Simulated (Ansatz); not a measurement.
**MgS: pressure series**

Take MgS in the rock salt structure (space group Fm-3m, No. 225) as the base.

```
CELL_PARAMETERS angstrom
      0.00000     2.61484     2.61484
      2.61484     0.00000     2.61484
      2.61484     2.61484     0.00000
ATOMIC_POSITIONS crystal
  Mg 0.00000 0.00000 0.00000
  S  0.50000 0.50000 0.50000
```

Cell and atoms are relaxed at each pressure.

Level of theory: PBE (Ansatz, an electronic-structure program; PAW; 420 eV plane waves; no spin-orbit coupling).

Notes on the quantities. enthalpy: H = E + PV relative to the base's energy.

```tsv
case	band gap	width of the top valence band	density	enthalpy
base	2.76 eV	2.31 eV	2.62 g/cm³	–
pressure −2 GPa	2.70 eV	2.24 eV	2.54 g/cm³	-0.23 eV/atom
pressure −1 GPa	2.73 eV	2.27 eV	2.58 g/cm³	-0.11 eV/atom
pressure 0.9 GPa	2.78 eV	2.34 eV	2.65 g/cm³	+0.10 eV/atom
pressure 2.1 GPa	2.81 eV	2.39 eV	2.69 g/cm³	+0.23 eV/atom
pressure 4.5 GPa	2.87 eV	2.46 eV	2.76 g/cm³	+0.49 eV/atom
pressure 9 GPa	2.96 eV	2.60 eV	2.89 g/cm³	+0.95 eV/atom
pressure 15 GPa	3.06 eV	2.76 eV	3.04 g/cm³	+1.54 eV/atom
pressure 22.5 GPa	3.16 eV	2.93 eV	3.20 g/cm³	+2.25 eV/atom
pressure 30 GPa	3.24 eV	3.09 eV	3.35 g/cm³	+2.91 eV/atom
```

Load acts through the strain it causes; cell and atoms are relaxed under it. No phonon test of stability was made. Competing high-pressure phases were not computed.
